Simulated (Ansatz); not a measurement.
## InS (space group Pnnm, No. 58)

Space group Pnnm (No. 58); a = 4.3797 Å, b = 10.6792 Å, c = 3.9499 Å, α = β = γ = 90.00°

| atom | site | symmetry | x | y | z |
|---|---|---|---|---|---|
| In | 4g | ..m | 0.1202 | 0.1201 | 0.0000 |
| S | 4g | ..m | 0.0103 | 0.6504 | 0.0000 |

The values are results of Kohn–Sham DFT with the PBEsol functional, run in Ansatz (a program for electronic structure) with PAW and 420 eV plane waves, scalar-relativistic without spin-orbit coupling, not measurements. Settings: 8×3×8 k-points, 0.05 eV Fermi–Dirac smearing.

| Property | Result |
|---|---|
| Volume per atom | 23.09 Å³ |
| Density | 5.28 g/cm³ |
| Band gap | 0.84 eV, indirect, k = (3/8, 0, 0) in the run's primitive reciprocal basis → k = (0, 1/3, 0) in the run's primitive reciprocal basis |
| Electron mass | 0.58 mₑ along a, 0.13 mₑ along b, 0.50 mₑ along c |
| Total energy | -3205.684 eV/atom (σ→0; compares only within this code and set-up) |

Effective masses come from finite differences of ±0.01 Å⁻¹. Whether these cells are dynamically stable was not tested.
